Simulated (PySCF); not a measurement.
PySCF 2.14.0, PBE/def2-tzvp, df: Se(NH2)(OSiH3) (N[Se]O[SiH3]), 9 atoms. The geometry is a generated start, not checked to be a minimum at this level.

```
Item                           Value
-------------------  ---------------
task                          energy
method                           pbe
basis                      def2-tzvp
two-electron scheme  density fitting
mol.max_memory               3000 MB
mf.max_cycle                     100
mf.conv_tol          1e-09 (default)
mf.grids.level           3 (default)
basis functions                  177
grid points                   116632
```

```xyz
9

Se    -0.9186    -0.0943     1.5449
N     -1.0525     1.4917     0.6743
H     -0.8809     2.3053     1.2540
H     -1.9149     1.6066     0.1569
O      0.5815    -0.7390     0.7452
Si     0.9534    -1.0724    -0.8055
H     -0.0111    -2.0046    -1.3955
H      2.2704    -1.6528    -0.5783
H      0.9727     0.1595    -1.5960
```

With the defaults (mf.DIIS = CDIIS, mf.diis = true, mf.level_shift = 0, mf.damp = 0, mf.diis_start_cycle = 1, mf.diis_damp = 0, mf.diis_space = 8, mf.init_guess = minao, newton = off) it converges in 14 Fock builds. One run each on 2 threads, 1 BLAS thread, with these changes:
- mf.diis = false
- mf.level_shift = 0.3 Hartree
- mf.damp = 0.7, mf.diis_start_cycle = 8
- mf.diis_space = 3
- mf.init_guess = 1e
- mf.init_guess = huckel
- mf.diis_damp = 0.3
- mf.DIIS = EDIIS
- newton = Hessian by the SCF's own integrals

Q: Name the settings that don't reach the solution of the defaults.

A: No convergence: mf.DIIS = EDIIS; mf.diis = false (the run ends without SCF convergence in 100 cycles). The rest reach the solution of the defaults. So do 11 further settings that aren't listed.

```
setting                                      Fock builds             end
-------------------------------------------  -----------  --------------
mf.diis_damp = 0.3                                    12   same solution
the defaults                                          14   same solution
mf.damp = 0.7, mf.diis_start_cycle = 8                15   same solution
mf.init_guess = huckel                                15   same solution
mf.level_shift = 0.3 Hartree                          16   same solution
mf.init_guess = 1e                                    21   same solution
mf.diis_space = 3                                     26   same solution
newton = Hessian by the SCF's own integrals           51   same solution
mf.DIIS = EDIIS                                      101  no convergence
mf.diis = false                                      101  no convergence
```

Under newton the count holds the products with the orbital Hessian.
